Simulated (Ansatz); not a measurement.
Start from HfN in the rock salt structure (space group Fm-3m, No. 225; relaxed with 0.1 eV smearing).

```xyz
2
Lattice="0.0000 2.2342 2.2342 2.2342 0.0000 2.2342 2.2342 2.2342 0.0000" Properties=species:S:1:pos:R:3 pbc="T T T"
Hf     0.0000     0.0000     0.0000
N      2.2342     2.2342     2.2342
```

Cartesian axes are those of the cell as printed.

The values are results of DFT with LDA, PAW potentials and a 420 eV plane-wave cutoff in Ansatz (a first-principles code), without spin-orbit coupling, not measurements.

Before the change:

```
Property                        Result
-----------------------------  -------
Shortest interatomic distance  2.234 Å
```

One thing is altered: tensor shear ε_xy = +0.29 % (engineering shear γ = 0.0058), atoms relaxed at fixed cell.

Task: Predict the new energy relative to the base, stress and shortest interatomic distance.

Result: The energy stays essentially unchanged; the stress (xx, yy, zz, yz, xz, xy; compression positive) comes out as (0.0, 0.0, 0.0, 0.0, 0.0, -0.8) GPa; the shortest interatomic distance remains 2.234 Å.

The cells carry an imposed strain or load. No phonon test of stability was made. All final runs are without spin polarisation. An odd electron count without spin: HfN.
